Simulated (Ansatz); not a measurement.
The starting structures come from a database of crystals and need not be the phases stable at ambient conditions.

By PBEsol, the system below comes out a metal.

Here is the system:

```yaml
crystal:
  lattice:
    - [3.17930, 0.00000, 0.00000]
    - [0.00000, 3.17930, 0.00000]
    - [0.00000, 0.00000, 3.17930]
  atoms:
    - { symbol: Ti, position: [0.50000, 0.50000, 0.50000] }
    - { symbol: Pt, position: [0.00000, 0.00000, 0.00000] }
```

The cell is taken as given; by PBEsol it stands under a pressure of -6.9 GPa.

The current flows along the normal of the first two printed cell vectors, the (001) plane of the conventional cell. No spin-orbit coupling; the value is a mean over 0.1 eV about the Fermi level.

### Question
Give the ballistic conductance per area that Ansatz (a first-principles code) with PBEsol yields.

### Answer
1.3 × 10¹⁵ S/m² for both spins.
